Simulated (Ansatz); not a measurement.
An Ansatz (a first-principles code) run: Cu with a change (pressure −2 GPa); r2SCAN (Ansatz; PAW; 500 eV plane waves; no SOC), earlier PAW set.

Input:

Ansatz 0.2 input:
```yaml
crystal:
  lattice:
    - [0, 1.7931899985, 1.7931899985]
    - [1.7931899985, 0, 1.7931899985]
    - [1.7931899985, 1.7931899985, 0]
  atoms:
    - { symbol: Cu, position: [0, 0, 0] }
basis: { ecutwfc: 500, ecutrho_ratio: 4, xc_grid: 4, fft_grid_basis: typed }
kpoints: { mp_grid: { grid: [22, 22, 22] } }
hamiltonian:
  xc: r2scan
  dispersion: none
  pseudopotentials: { azcp: { folder: ./paw }, kind: paw }
scf: { occupations: { method: fermi_dirac, width: 0.05 } }
relax: { f_tol: 0.01, max_steps: 60, cell: { stress_tol: 0.02, p_target: -2.0 } }
output: { forces: true, stress: true }
checkpoint: { write: state.ck, write_every: 1000 }
```

Output (explanatory and most iteration lines left out):

```
Relaxation: its limit of steps is 60 (relax.max_steps)
Pseudopotential: Cu, paw, valence charge 19
Crystal: 1 atoms, lattice volume = 11.532 Å³
Basis set: ecut = 500 eV, 283 PW (Γ), exchange–correlation on 80×80×80 points (64 copies of the dense FFT grid, shifted against one another)
Bands: 14, of which v1, the nominal top of the filled ones, is band 10 counted from 1 (9 counted from 0)
Symmetry: 48 space group operations
Space group: Fm-3m (ITA 225), of the structure as read, at distance tolerance 2.3e-5 Å
k-points: 328 of 10648
Functional: x = r2scan, c = r2scan; τ floored in thin density (d = 2e-4 eV/Å³)
SCF iter   1: F=—  HF=-6631.749288 eV  |F-HF|=—  |Δ(HF+E_count)|=         —  Δρ=2.07e-1  dr2=3.00e0  dr2_τ=3.31e-3  ethr=3.10e-3  ⟨swp⟩=5.6  Hψ=23210  notcnv=0
SCF iter   2: F=—  HF=-6632.035614 eV  |F-HF|=—  |Δ(HF+E_count)|=   2.86e-1  Δρ=2.01e-1  dr2=2.29e0  dr2_τ=3.84e-2  ethr=3.10e-3  ⟨swp⟩=2.8  Hψ=12219  notcnv=0  defer=79
SCF 1 converged in 9 iterations: F = -6631.255236 eV  dr2 = 1.54e-9
relax step   1: F+E_penalty+E_count = -6631.25523640 eV  Δ(F+E_penalty+E_count) = +0.000e0 eV  max|allowed force component| = 0.000e0 eV/Å  Δτ_max = 0.0000 Å  P = -0.986 GPa  Ω = 11.532 Å³  (9 SCF iters, dr2 threshold 1.00e-7 eV, accepted)
[... steps on the carried basis left out ...]
relax step   4: F+E_penalty+E_count = -6631.25454435 eV  Δ(F+E_penalty+E_count) = -3.936e-5 eV  max|allowed force component| = 0.000e0 eV/Å  Δτ_max = 0.0000 Å  P = -1.988 GPa  Ω = 11.607 Å³  stress off target by 1.16e-2 GPa  SCF on the basis re-selected at this cell (its energy is not comparable with the rows above)  (5 SCF iters)
SCF converged after 5 iterations
Free energy (F): -6631.254544 eV
Internal energy: -6631.252617 eV  (E = F + TS)
E sigma→0 (E₀):  -6631.253581 eV
Entropy (-TS):   -0.001928 eV (-1.928 meV/atom)
Fermi energy:    16.513211 eV
--- Forces (eV/Å), atoms counted from 1 ---
  atom   1  Cu     0.00000000    -0.00000000     0.00000000
--- Stress (GPa, compression-positive) ---
       -1.988398       0.000000       0.000000
        0.000000      -1.988398      -0.000000
        0.000000      -0.000000      -1.988398
  P = ⅓ Tr σ = -1.9884 GPa (-19.884 kbar)
--- Relaxed structure (3 steps of the walk, 3 accepted, 1 SCFs on fresh bases) ---
  cell:  # Å, volume = 11.6065 Å³
    - [-3.8175482652709926e-34, 1.7970375734665387, 1.7970375734665387]
    - [1.7970375734665387, 1.255929590920749e-34, 1.7970375734665387]
    - [1.7970375734665387, 1.7970375734665387, 1.5067174331648285e-34]
  atoms:
    - { symbol: Cu, position: [0.0, 0.0, 0.0] }
```

Load acts through the strain it causes; cell and atoms are relaxed under it. No phonon test of stability was made. All final runs are without spin polarisation. The cell was made from Cu in the fcc (Cu type) structure (space group Fm-3m, No. 225) by this change: pressure −2 GPa.
